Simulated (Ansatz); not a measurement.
The reference is Ru in the hcp (Mg type) structure (space group P6_3/mmc, No. 194).

```yaml
crystal:
  lattice:
    - [2.69188, 0.00000, 0.00000]
    - [-1.34594, 2.33123, 0.00000]
    - [0.00000, 0.00000, 4.24566]
  atoms:
    - { symbol: Ru, position: [0.33333, 0.66667, 0.75000] }
    - { symbol: Ru, position: [0.66667, 0.33333, 0.25000] }
```

Cartesian axes are those of the cell as printed.

Method: plane-wave PAW DFT at the PBEsol level (Ansatz, a first-principles code, 420 eV), scalar-relativistic without spin-orbit coupling.

Before the change:

```
Property  Value
--------  -----
Band gap   zero
```

Now apply this change: tensor shear ε_xy = −0.59 % (engineering shear γ = -0.0118), atoms relaxed at fixed cell.

Problem. What happens to the band gap and energy relative to the base?

Solution. The band gap is still zero; the energy grows by 1.3 meV/atom.

Without a gap, meshes like the base's 20×20×11 leave anisotropic stresses uncertain by several tenths of a GPa, and small strain energies with them. The cells carry an imposed strain or load. Whether these cells are dynamically stable was not tested. All final runs are without spin polarisation.
